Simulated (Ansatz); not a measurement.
System: RuC (model structure, started from the NbAs type, I4₁md, No. 109, 4 atoms in the cell). Method: LDA (Ansatz, an electronic-structure program, plane waves, PAW).

Numerical settings: plane-wave cutoff 520 eV, 28×28×28 k mesh, Fermi–Dirac smearing 0.05 eV, no spin polarisation, scalar-relativistic PAW data made under PBE.

Cell (relaxed at this level):

RuC is taken in the tetragonal space group I4₁md (No. 109), Pearson symbol tI8. Lattice parameters: a = 2.7480 Å, b = 2.7480 Å, c = 9.9261 Å, α = 90.00°, β = 90.00°, γ = 90.00°. Ru on 4a sees 6 C at 2.125 Å and 8 Ru at 2.748–2.837 Å. C on 4a is surrounded by 6 Ru at 2.125 Å (trigonal prismatic). (Neighbours: up to the widest gap in distance over summed covalent radii, below 1.35, at either atom; cation-cation and far metal-metal contacts left out.)
(The calculation used a cell of 4 atoms; values per cell refer to that cell.)

### Question
Give the computed bulk modulus B0.

### Answer

bulk modulus B0: 402 GPa

Note: the run has no spin polarisation, so it can have missed a magnetic state; the bulk modulus is −V dP/dV from two relaxed cells at ±2 % in volume; the relaxation could raise the start's symmetry but not lower it, so the cell can be a saddle point.

Computed values are for the static lattice.

The result took very roughly 13 core-minutes.

A model structure was made by putting elements into a prototype or built by hand; it is no filed structure, need not be a known phase, and can be a saddle point held by its symmetry.
